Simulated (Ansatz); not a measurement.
Output of an Ansatz run (abridged):

```
WARN basis.ecutwfc = 420 eV, the default
WARN ansatz: RAYON_NUM_THREADS=1 ignored (pool sized by the plan → 1); use --threads N
Pseudopotentials: kind: paw
Pseudopotential: Mg, paw, valence charge 10
Pseudopotential: Te, paw, valence charge 16
Pseudopotential: Mo, paw, valence charge 14
Pseudopotential: W, paw, valence charge 14
Pseudopotential: S, paw, valence charge 6
Crystal: 10 atoms, lattice volume = 392.143 Å³
Basis set: ecut = 420 eV, 7667 PW (Γ), exchange–correlation on 48×48×540 points (8 copies of the dense FFT grid, shifted against one another)
Bands: 77, of which v1, the nominal top of the filled ones, is band 64 counted from 1 (63 counted from 0)
Symmetry: 2 space group operations
Space group: Cm (ITA 8), of the structure as read, at distance tolerance 7.3e-5 Å
k-points: 21 of 64 (time reversal used)
PAW frozen core: Mg, regenerated for the run's functional, and the local potential with it
PAW frozen core: Te, regenerated for the run's functional, and the local potential with it
PAW frozen core: Mo, regenerated for the run's functional, and the local potential with it
PAW frozen core: W, regenerated for the run's functional, and the local potential with it
PAW frozen core: S, regenerated for the run's functional, and the local potential with it
Initial density: superposition of atomic densities (neutral atoms: chi_scale 0, normalization atom), corrected by the library's trained network
Initial wavefunctions: pseudopotential atomic-orbital guess
Eigensolver: davidson
Functional: x = pbesol(κ = 0.804, μ = 0.12345679012345678), c = pbesol(β = 0.046)
SCF iter   1: F=—  HF=-56701.111225 eV  |F-HF|=—  |Δ(HF+E_count)|=         —  Δρ=5.59e-3  dr2=6.92e-1  ethr=1.77e-3  ⟨swp⟩=8.2  Hψ=7200  notcnv=0
all-band conjugate gradients solve this SCF's bands
preconditioner: auto → LDOS
SCF iter   2: F=—  HF=-56701.154642 eV  |F-HF|=—  |Δ(HF+E_count)|=   4.34e-2  Δρ=6.19e-3  dr2=7.96e-1  ethr=5.41e-4  ⟨swp⟩=2.0  Hψ=2544  notcnv=0  defer=91
SCF iter   3: F=—  HF=-56701.091105 eV  |F-HF|=—  |Δ(HF+E_count)|=   6.35e-2  Δρ=2.27e-3  dr2=2.58e-1  ethr=5.41e-4  ⟨swp⟩=2.4  Hψ=2079  notcnv=0  defer=91
SCF iter   4: F=—  HF=-56701.081827 eV  |F-HF|=—  |Δ(HF+E_count)|=   9.28e-3  Δρ=1.87e-3  dr2=2.80e-1  ethr=2.01e-4  ⟨swp⟩=2.4  Hψ=2056  notcnv=0  defer=85
SCF iter   5: F=—  HF=-56701.069923 eV  |F-HF|=—  |Δ(HF+E_count)|=   1.19e-2  Δρ=1.03e-3  dr2=4.28e-2  ethr=2.01e-4  ⟨swp⟩=1.0  Hψ=1839  notcnv=0  defer=11
SCF iter   6: F=—  HF=-56701.066920 eV  |F-HF|=—  |Δ(HF+E_count)|=   3.00e-3  Δρ=4.46e-4  dr2=4.09e-3  ethr=3.34e-5  ⟨swp⟩=2.0  Hψ=1813  notcnv=0  defer=11
SCF iter   7: F=—  HF=-56701.066542 eV  |F-HF|=—  |Δ(HF+E_count)|=   3.78e-4  Δρ=1.62e-4  dr2=3.27e-4  ethr=3.20e-6  ⟨swp⟩=2.0  Hψ=1891  notcnv=0  defer=11
SCF iter   8: F=—  HF=-56701.066531 eV  |F-HF|=—  |Δ(HF+E_count)|=   1.12e-5  Δρ=6.63e-5  dr2=4.52e-5  ethr=2.55e-7  ⟨swp⟩=2.2  Hψ=2179  notcnv=0  defer=11
SCF iter   9: F=—  HF=-56701.066325 eV  |F-HF|=—  |Δ(HF+E_count)|=   2.06e-4  Δρ=3.10e-5  dr2=1.83e-5  ethr=3.53e-8  ⟨swp⟩=2.0  Hψ=1982  notcnv=0  defer=10
SCF iter  10: F=—  HF=-56701.066326 eV  |F-HF|=—  |Δ(HF+E_count)|=   1.19e-6  Δρ=1.01e-5  dr2=7.37e-7  ethr=1.43e-8  ⟨swp⟩=1.6  Hψ=1565  notcnv=0  defer=10
SCF iter  11: F=—  HF=-56701.066326 eV  |F-HF|=—  |Δ(HF+E_count)|=   2.67e-7  Δρ=4.30e-6  dr2=2.40e-7  ethr=5.76e-10  ⟨swp⟩=2.2  Hψ=2222  notcnv=0  defer=10
SCF iter  12: F=-56701.066326 eV  HF=-56701.066326 eV  |F-HF|=2.34e-9  |Δ(HF+E_count)|=   3.13e-8  Δρ=1.96e-6  dr2=4.72e-8  ethr=7.81e-11  ⟨swp⟩=13.1  Hψ=7955  notcnv=0
SCF 1 converged in 12 iterations: F = -56701.066326 eV  dr2 = 4.72e-8
SCF converged after 12 iterations
Free energy (F): -56701.066326 eV
Harris-Foulkes:  -56701.066326 eV  (|F-HF|=2.34e-9)
Internal energy: -56701.048279 eV  (E = F + TS)
E sigma→0 (E₀):  -56701.057303 eV
Entropy (-TS):   -0.018048 eV (-1.805 meV/atom)
Fermi energy:    5.312430 eV
--- Per-component energies (eV) ---
  E_band       = -2628.864356
  E_kinetic    = 2353.399125
  E_local      = -103528.180542  (includes V_loc(G=0)·N_el)
  E_nonlocal   = -923.319654
  E_hartree    = 51382.070900
  E_xc         = -1425.623192
  E_vxc        = -1332.337871  (∫ρ·V_xc dr)
  E_paw        = -39807.513995  (= ΣΔE_a)
  E_vpaw       = -1962.606142  (= ΣTr[D̂ρ^β])
  E_aug_tail   = -0.000809  (compensation charges beyond the density's cutoff)
  E_ewald      = 35245.784983
  E_core_change = 2.334905  (= ΣΔE_core)
  E_smearing   = -0.018048  (= −TS)
  E_closure    = -0.000000  (closes the sum)
  Σ components = -56701.066326   (vs F -56701.066326, Δ=0.00e0)
--- Forces (eV/Å), atoms counted from 1 ---
  atom   1  Mg    -0.00008308     0.00000000     0.04557494
  atom   2  Te     0.00067985     0.00000000    -0.40559217
  atom   3  Te    -0.00068441     0.00000000    -0.42525455
  atom   4  Te     0.00259586     0.00000000     0.39683053
  atom   5  Te     0.00441180     0.00000000     0.50871010
  atom   6  Mo    -0.00327435     0.00000000     0.00370066
  atom   7  W     -0.00335113     0.00000000    -0.03946854
  atom   8  W      0.00165676     0.00000000    -0.04941879
  atom   9  S     -0.00324478     0.00000000     0.46018989
  atom  10  S      0.00129341     0.00000000    -0.49522309
  max |Σ_I F_I| component: 4.90e-5 eV/Å
--- Stress (GPa, compression-positive) ---
       -2.325828       0.000000      -0.003909
        0.000000      -2.353456       0.000000
       -0.003909       0.000000      -2.196494
  P = ⅓ Tr σ = -2.2919 GPa (-22.919 kbar)
  The stress holds the Pulay correction. Without it, at fixed plane waves, as pw.x and ABINIT print it: P = -2.3078 GPa
--- Band table (eV; the first three rows and the last of 21) ---
  k-point 0: bands = ["-71.1167", "-70.0431", "-69.3592", "-55.4897", "-38.0959", "-38.0354", "-38.0352", "-34.2218", "-34.2214", "-34.1749", "-33.6843", "-33.5426", "-33.5418", "-32.3049", "-32.3048", "-32.2691", "-32.2636", "-32.2636", "-32.2218", [...]
  k-point 1: bands = ["-71.1166", "-70.0422", "-69.3584", "-55.4876", "-38.0957", "-38.0369", "-38.0357", "-34.2454", "-34.2271", "-34.1708", "-33.6868", "-33.5630", "-33.5479", "-32.3044", "-32.3009", "-32.2664", "-32.2632", "-32.2623", "-32.2223", [...]
  k-point 2: bands = ["-71.1164", "-70.0401", "-69.3563", "-55.4826", "-38.0953", "-38.0406", "-38.0366", "-34.3020", "-34.2406", "-34.1609", "-33.6928", "-33.6127", "-33.5623", "-32.3046", "-32.2913", "-32.2631", "-32.2622", "-32.2570", "-32.2224", [...]
  k-point 20: bands = ["-71.1160", "-70.0371", "-69.3534", "-55.4754", "-38.0947", "-38.0457", "-38.0381", "-34.3808", "-34.2601", "-34.1469", "-33.7010", "-33.6825", "-33.5833", "-32.3069", "-32.2777", "-32.2657", "-32.2610", "-32.2456", [...]
```

The structure:

```
CELL_PARAMETERS angstrom
      2.95357    -1.70603     0.00000
      2.95357     1.70603     0.00000
     -0.02384     0.00000    38.91168
ATOMIC_POSITIONS crystal
  Mg 0.00002 0.00002 0.54259
  Te 0.33342 0.33342 0.93209
  Te 0.33368 0.33368 0.46401
  Te 0.33298 0.33298 0.83624
  Te 0.33314 0.33314 0.36698
  Mo 0.66661 0.66661 0.88417
  W  0.66682 0.66682 0.41529
  W  0.33333 0.33333 0.66268
  S  0.66659 0.66659 0.62404
  S  0.66681 0.66681 0.70115
```

Q: What input produced this log?

A: Other spellings and defaults could give the same log, and not every line can be read from it. The input that was run (DFT, PBEsol, plane waves, default PAW files made with PBE):

Ansatz 0.2 input:
```yaml
crystal:
  lattice:
    - [2.95357000, -1.70603000, 0.00000000]
    - [2.95357000, 1.70603000, 0.00000000]
    - [-0.02383800, 0.00000000, 38.91168300]
  atoms:
    - { symbol: Mg, position: [0.00002000, 0.00002000, 0.54259000] }
    - { symbol: Te, position: [0.33342000, 0.33342000, 0.93209000] }
    - { symbol: Te, position: [0.33368000, 0.33368000, 0.46401000] }
    - { symbol: Te, position: [0.33298000, 0.33298000, 0.83624000] }
    - { symbol: Te, position: [0.33314000, 0.33314000, 0.36698000] }
    - { symbol: Mo, position: [0.66661000, 0.66661000, 0.88417000] }
    - { symbol: W, position: [0.66682000, 0.66682000, 0.41529000] }
    - { symbol: W, position: [0.33333000, 0.33333000, 0.66268000] }
    - { symbol: S, position: [0.66659000, 0.66659000, 0.62404000] }
    - { symbol: S, position: [0.66681000, 0.66681000, 0.70115000] }
kpoints:
  mp_grid:
    grid: [8, 8, 1]
hamiltonian:
  xc: pbesol
  pseudopotentials:
    kind: paw
scf:
  occupations:
    method: gaussian
    width: 0.136 eV
output:
  forces: true
  eigenvalues: true
  stress: true
```

The starting cell comes from a database of computed structures (which also holds hypothetical and non-ambient phases and stackings), without a prior relaxation at this level. Spin-orbit coupling is off. Spin polarisation is off. Ansatz's pressure includes its estimate of the finite-basis (Pulay) stress.

Ansatz is a first-principles code.
